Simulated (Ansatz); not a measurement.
SnO (model structure, started from the CsCl type, Pm-3m, No. 221, 2 atoms in the cell): enthalpy of formation by level of theory

No measured value is used here.

| level (code) | value (eV/atom) |
|---|---|
| PBE (Ansatz) | -0.511 |
| PBEsol (Ansatz) | ___ |
| PBE-D3(BJ) (Ansatz) | -0.593 |
| r²SCAN (Ansatz) | -0.473 |

Problem. What belongs in the gaps?

Solution. 
- PBEsol (Ansatz, a program for electronic structure), value (eV/atom): -0.576

Density-functional levels without +SOC have no spin–orbit coupling, which shifts binding energies of heavy elements. Each level is taken at its own relaxed cell. Ansatz's density-functional and Hartree–Fock values are scalar-relativistic unless marked +SOC, with PAW data made under PBE.

A model structure was made by putting elements into a prototype or built by hand; it is no filed structure, need not be a known phase, and can be a saddle point held by its symmetry.
